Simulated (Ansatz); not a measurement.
The starting structures come from a database of crystals and need not be the phases stable at ambient conditions.

By PBEsol, the system below comes out a metal.

Without scattering a metal conducts by its projected Fermi surface.

Data:

```
CELL_PARAMETERS angstrom
      4.07380     0.00000     0.00000
     -2.03690     5.05256     0.00000
      0.00000     0.00000     3.66745
ATOMIC_POSITIONS crystal
  Sc 0.13921 0.27842 0.25000
  Sc 0.86079 0.72158 0.75000
  Si 0.41944 0.83888 0.25000
  Si 0.58056 0.16112 0.75000
```

Space group of this cell: Cmcm. The cell is strained (lengths across the current scaled by 1.02, ions clamped); by PBEsol its mean pressure is -6.3 GPa.

The current flows along the normal of the first two printed cell vectors. No spin-orbit coupling; the value is a mean over 0.1 eV about the Fermi level.

Question: Estimate the ballistic conductance per area that PBEsol (Ansatz, an electronic-structure program) returns for this system.

Answer: 0.80 × 10¹⁵ S/m² for both spins.
